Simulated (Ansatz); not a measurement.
Here is the system:

```xyz
2
Lattice="0.0000 3.1848 3.2644 3.1848 0.0000 3.2644 3.1848 3.1848 0.0000" Properties=species:S:1:pos:R:3 pbc="T T T"
Sn     0.0000     0.0000     0.0000
Te     3.1848     3.1848     3.2644
```

No spin polarisation.

Calculations: Ansatz (a quantum-chemistry and plane-wave program) r2SCAN, no spin-orbit coupling. k-mesh 13×13×13 (Γ-centred); smearing 0.05 eV (Fermi–Dirac).

Q: Predict the gap character and band gap.

A: The gap character is direct at N and the band gap is 0.15 eV.

Spin-orbit coupling, missing from the scalar runs, can matter with Te. The cells carry an imposed strain or load. Stability against distortions was not tested. The cell was made from SnTe in the rock salt structure (space group Fm-3m, No. 225) by this change: uniaxial strain ε_zz = +2.50 %. A zero or small gap of SnTe can be the functional's error rather than a property of the material.
